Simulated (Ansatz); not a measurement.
Base system: TiB2 (space group P6/mmm, No. 191; a = 3.0174 Å, c = 3.1851 Å). Axes: x lies along a and z along c of the hexagonal cell.

The values are results of plane-wave PAW DFT at the PBEsol level (Ansatz, a quantum-chemistry and plane-wave program, 420 eV), without spin-orbit coupling, not measurements.

Strains are applied to the cell and any free atomic positions relax.

One change was made to it. Results:

```json
[
 {"quantity": "energy relative to the base (free energy F)", "base": "0 meV/atom", "after": "+11 meV/atom"},
 {"quantity": "pressure (mean of the normal stresses, compression positive)", "base": "0.0 GPa", "after": "-6.6 GPa"}
]
```

**Question.** Which change produced these results?
A. uniaxial strain ε_xx = +1.50 %
B. uniaxial strain ε_xx = +2.50 %
C. uniaxial strain ε_xx = −2.50 %

**Answer.** B, uniaxial strain ε_xx = +2.50 %. For comparison, the pressure in the other runs: uniaxial strain ε_xx = +1.50 % gives -4.1 GPa; uniaxial strain ε_xx = −2.50 % gives 7.7 GPa.

A case with no gap was solved on a k-mesh chosen for an insulator, which is coarse for it. Without a gap, meshes like the base's 13×13×10 leave anisotropic stresses uncertain by several tenths of a GPa, and small strain energies with them. No phonon test of stability was made. All final runs are without spin polarisation.
